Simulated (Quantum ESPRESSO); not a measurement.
# Quick settings and what they miss: Mg (Im-3m, 1 atom in the cell)

Self-consistent single point.

```
CELL_PARAMETERS angstrom
     -1.79936     1.79936     1.79936
      1.79936    -1.79936     1.79936
      1.79936     1.79936    -1.79936
ATOMIC_POSITIONS crystal
  Mg 0.00000 0.00000 0.00000
```

Level of theory: PBEsol, SSSP 1.1.2 precision (PBE) pseudopotentials (plane waves; Quantum ESPRESSO).

Base settings: ecutwfc = 50 Ry; ecutrho = 400 Ry; occupations = smearing; smearing = fd; degauss = 0.0073499 Ry; input_dft = pbesol; potentials = {Mg: mg_pbe_v1.4.uspp.F.UPF}; K_POINTS = automatic 10 10 10 0 0 0; conv_thr = 1e-11 Ry.

Tight run (finer mesh or higher cutoff; not a proven limit): ecutwfc: 50 Ry → 70 Ry; ecutrho: 400 Ry → 560 Ry; conv_thr: 1e-11 Ry → 7.3e-11 Ry; K_POINTS: automatic 10 10 10 0 0 0 → automatic 14 14 14 0 0 0. It gave Fermi level (on the code's own zero) 5.30 eV; pressure -1.26 GPa.

Quick runs, as changes from the base:
- A: the base itself
- B: ecutwfc: 50 Ry → 30 Ry; ecutrho: 400 Ry → 240 Ry; smearing: fd → cold; degauss: 0.0073499 Ry → 0.019992 Ry; K_POINTS: automatic 10 10 10 0 0 0 → automatic 3 3 3 0 0 0
- C: K_POINTS: automatic 10 10 10 0 0 0 → automatic 4 4 4 1 1 1
- D: ecutwfc: 50 Ry → 30 Ry; ecutrho: 400 Ry → 240 Ry; degauss: 0.0073499 Ry → 0.0099958 Ry; K_POINTS: automatic 10 10 10 0 0 0 → automatic 6 6 6 1 1 1
- E: ecutwfc: 50 Ry → 25 Ry; ecutrho: 400 Ry → 200 Ry; smearing: fd → mp; degauss: 0.0073499 Ry → 0.0099958 Ry; conv_thr: 1e-11 Ry → 7.3e-05 Ry; K_POINTS: automatic 10 10 10 0 0 0 → automatic 8 8 8 0 0 0
- F: ecutwfc: 50 Ry → 40 Ry; ecutrho: 400 Ry → 320 Ry; conv_thr: 1e-11 Ry → 7.3e-06 Ry; K_POINTS: automatic 10 10 10 0 0 0 → automatic 2 2 2 1 1 1

Energies are extrapolated to zero smearing width, which holds to low order in the width alone (under cold and Methfessel-Paxton smearing the free energy itself is taken).

The count of work is k-points × plane waves × bands × iterations; it is no time. 

The starting cell comes from a database of computed structures (which also holds hypothetical and non-ambient phases and stackings), without a prior relaxation at this level. Its lattice was rescaled by a random factor within 2.5 % of one.

| run | energy less tight (meV/atom) | pressure less tight (GPa) | count of work / tight |
|---|---|---|---|
| A | -1.8 | 0.09 | 0.24 |
| B | 525.7 | -7.60 | 0.0095 |
| C | 165.3 | 0.81 | 0.035 |
| D | 99.4 | -7.90 | 0.039 |
| E | 1004.8 | -45.02 | 0.033 |
| F | -9.7 | -2.77 | 0.0042 |

Among the runs at the tight run's level, the energy misses run from 1.8 to 1004.8 meV/atom.
